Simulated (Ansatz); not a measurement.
# Effect of pressure −2 GPa on MgB2

Consider MgB₂ (space group P6/mmm, No. 191; a = 3.0631 Å, c = 3.5000 Å).

Modification: a negative pressure, −2 GPa.

All numbers come from plane-wave PAW DFT at the PBEsol level (Ansatz, a program for electronic structure, 420 eV), spin-orbit coupling left out, earlier PAW set. Settings: 17×17×13 k-points, 0.05 eV Fermi–Dirac smearing.

| quantity | base | changed | shift |
|---|---|---|---|
| volume per atom | 9.48 Å³ | 9.61 Å³ | +0.13 Å³ |
| lattice parameter a | 3.063 Å | 3.074 Å | +0.011 Å |
| c/a ratio | 1.143 | 1.146 | +0.0037 |
| shortest interatomic distance | 1.768 Å | 1.775 Å | +0.0063 Å |
| enthalpy H = E + PV relative to the base's energy | – | -0.12 eV/atom | – |
| band gap | zero | zero | – |

Cost of the whole job for the changed cell (relaxation, final SCF and bands): around 16 core-seconds (rough).

Load acts through the strain it causes; cell and atoms are relaxed under it. Stability against distortions was not tested. All final runs are without spin polarisation.
